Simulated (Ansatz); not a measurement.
The parent structure is C in the diamond structure (space group Fd-3m, No. 227).

```
CELL_PARAMETERS angstrom
      0.00000     1.78014     1.78014
      1.78014     0.00000     1.78014
      1.78014     1.78014     0.00000
ATOMIC_POSITIONS crystal
  C  0.50000 0.50000 0.50000
  C  0.75000 0.75000 0.75000
```

The values are results of r2SCAN in Ansatz (plane waves to 500 eV, PAW, no spin-orbit coupling), earlier PAW set, not measurements.

For the base:

Pressure: 0.00 GPa
Smallest direct gap: 5.89 eV
Band gap: 4.36 eV

Perturbation: an isotropic linear strain of +3.17 %; the atoms relax in the strained cell.

Problem. How does this affect the pressure, smallest direct gap, band gap and energy relative to the base?

Solution. The pressure goes from zero to -35.41 GPa; the smallest direct gap drops by 0.26 eV, from 5.89 eV to 5.63 eV; the band gap decreases by 0.216 eV to 4.15 eV; the energy rises by 66 meV/atom.

Whether these cells are dynamically stable was not tested.

Ansatz is a first-principles code.
